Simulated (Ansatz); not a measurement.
SrHfO3: pressure series

Take SrHfO₃ in the cubic perovskite structure (space group Pm-3m, No. 221) as the base.

```
CELL_PARAMETERS angstrom
      4.10580     0.00000     0.00000
      0.00000     4.10580     0.00000
      0.00000     0.00000     4.10580
ATOMIC_POSITIONS crystal
  Sr 0.50000 0.50000 0.50000
  Hf 0.00000 0.00000 0.00000
  O  0.00000 0.50000 0.00000
  O  0.50000 0.00000 0.00000
  O  0.00000 0.00000 0.50000
```

Cell and atoms are relaxed at each pressure.

Method: PBEsol, PAW, 420 eV (Ansatz, a quantum-chemistry and plane-wave program; no SOC).

```csv
P (GPa),V (Å³/atom)
-2.00,14.009
-1.00,13.925
0.29,13.819
0.69,13.788
1.50,13.724
3.00,13.611
5.00,13.467
7.50,13.297
10.00,13.139
```

A third-order Birch–Murnaghan fit to these points gives V₀ = 13.84 Å³/atom, B₀ = 171 GPa and B₀′ = 4.3. At pressure 10 GPa the volume is 94.9 % of V₀.

Between the base and pressure 10 GPa the gap moves from 3.72 eV to 3.81 eV, a mean slope of 8.4 meV/GPa.

Spin-orbit coupling, missing from the scalar runs, can matter with Hf. Load acts through the strain it causes; cell and atoms are relaxed under it. Stability against distortions was not tested. Competing high-pressure phases were not computed. Many cubic perovskites are stable only at high temperature; tilts and polar distortions were not tested.
